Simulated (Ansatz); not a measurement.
Relaxation of the outer planes of the (112) surface of tetragonal MoSi2 in its 1x1 cell (cut with top plane Si, bottom plane Si), outermost plane spacing 0.65 Å in the ideal cut.

The numbers are results of PBE (plane waves to 420 eV, PAW; Ansatz, an electronic-structure program), not measurements.

Set-up: 18 atoms, Mo6Si12, 11.1 Å thick at the start; mesh 8x8x1; 0.1 eV smearing; dipole correction on; all atoms relaxed; held to the start's symmetry, so lower structures may exist; no spin, no spin-orbit, no U.

```tsv
plane	atoms	bulk spacing to the next (Å)	relaxed spacing (Å)	change (%)	rumpling (Å)
1	Si	0.649	?	?	0.00
2	Mo	0.649	0.626	-3.6	0.00
```

Complete the blanks.


- 1, relaxed spacing (Å): 0.788
- 1, change (%): 21.3
